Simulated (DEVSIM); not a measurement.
## Schottky contact on n-type β-Ga2O3

Structure: Schottky contact on n-type β-Ga2O3, at 300 K.

| layer (left to right) | material | thickness (μm) | Nd (cm⁻³) | τn (s) | τp (s) |
|---|---|---|---|---|---|
| 1 | β-Ga2O3 | 0.390 | 8.1e16 | 4.2e-9 | 4.2e-9 |

Left contact: Schottky, work function 5.57 eV, emission velocity 2.2e6 cm/s. Right contact: ohmic. Voltage is applied to the left contact. Recombination: SRH at mid-gap, Auger. Mobility is constant in doping.

Constants are typed, rounded textbook-type inputs, not results; the design itself was drawn at random and stands for no fabricated device. Values at 300 K.

```csv
parameter,β-Ga2O3
gap (eV),4.8
affinity (eV),4
permittivity,10
Nc (cm⁻³),3.7e18
Nv (cm⁻³),5e20
μn (cm²/Vs),160
μp (cm²/Vs),1
Cn (cm⁶/s),1e-31
Cp (cm⁶/s),1e-31
```

Simulated with DEVSIM: 1D drift-diffusion, Boltzmann statistics, complete ionisation; no tunnelling, impact ionisation, image-force lowering or self-heating. Metal contacts follow the ideal Schottky-Mott rule: no Fermi-level pinning, no interface dipoles.

| Quantity | Value |
|---|---|
| Potential step across the device at zero bias | 1.471 V |
| Largest field in the device at zero bias | 210000 V/cm |
| Dark forward voltage at 1 A/cm² | 1.210 V |
| Dark forward voltage at 100 A/cm² | 1.334 V |

Small-signal capacitance in reverse bias (quasi-static):

```json
[
 {"V (V)": "-0.4", "C (nF/cm²)": "55.8"},
 {"V (V)": "-1", "C (nF/cm²)": "48.5"},
 {"V (V)": "-2", "C (nF/cm²)": "40.8"},
 {"V (V)": "-3", "C (nF/cm²)": "35.9"},
 {"V (V)": "-4", "C (nF/cm²)": "32.5"},
 {"V (V)": "-6", "C (nF/cm²)": "27.8"},
 {"V (V)": "-8", "C (nF/cm²)": "24.7"},
 {"V (V)": "-10", "C (nF/cm²)": "23.0"},
 {"V (V)": "-13", "C (nF/cm²)": "22.7"},
 {"V (V)": "-16", "C (nF/cm²)": "22.7"},
 {"V (V)": "-20", "C (nF/cm²)": "22.7"}
]
```

Dark forward current:

```json
[
 {"V (V)": "0.40", "J (A/cm²)": "2.7e-14"},
 {"V (V)": "0.50", "J (A/cm²)": "1.3e-12"},
 {"V (V)": "0.55", "J (A/cm²)": "8.8e-12"},
 {"V (V)": "0.65", "J (A/cm²)": "4.2e-10"},
 {"V (V)": "0.70", "J (A/cm²)": "2.9e-9"},
 {"V (V)": "0.80", "J (A/cm²)": "1.4e-7"},
 {"V (V)": "0.90", "J (A/cm²)": "6.5e-6"},
 {"V (V)": "0.95", "J (A/cm²)": "4.5e-5"},
 {"V (V)": "1.05", "J (A/cm²)": "0.0021"},
 {"V (V)": "1.15", "J (A/cm²)": "0.099"},
 {"V (V)": "1.20", "J (A/cm²)": "0.68"},
 {"V (V)": "1.30", "J (A/cm²)": "30"},
 {"V (V)": "1.35", "J (A/cm²)": "180"},
 {"V (V)": "1.45", "J (A/cm²)": "2000"}
]
```
